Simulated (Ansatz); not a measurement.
# Effect of biaxial strain +2.08 %, plane normal [111], relaxed out of plane on K2Se

The parent structure is K$_{2}$Se in the anti-fluorite structure (space group Fm-3m, No. 225; a = 7.6097 Å). Axes: x, y, z lie along the cube axes.

The change: biaxial strain +2.08 %, plane normal [111], relaxed out of plane (Cartesian); in-plane vectors clamped, the third vector and the atoms free.

All numbers come from PBEsol (Ansatz, a quantum-chemistry and plane-wave program), no SOC. k-mesh 8×8×8 (Γ-centred); smearing 0.05 eV (Fermi–Dirac).

The space group becomes R-3m (No. 166) (base: Fm-3m (No. 225)) and the shortest interatomic distance shrinks by 2.6 pm, from 329.5 pm to 326.9 pm. The energy grows by 2.8 meV/atom and the band gap shrinks by 0.08 eV to 2.03 eV. The gap character amounts to indirect, F → Γ and the smallest direct gap decreases by 0.12 eV (2.27 eV → 2.15 eV). The electron mass stays 0.31 mₑ (at Γ) and the out-of-plane strain comes out as -1.70 %. The ratio −ε⊥/ε∥ comes out as 0.82 and the mean in-plane stress (compression positive) amounts to -0.6 GPa.

Cost of the whole job for the changed cell (relaxation, final SCF and bands): about 40 core-seconds (a rough figure).

Masses are band curvatures over ±0.01 Å⁻¹ around the edge. Whether these cells are dynamically stable was not tested. k-point labels follow each cell's own Brillouin zone.
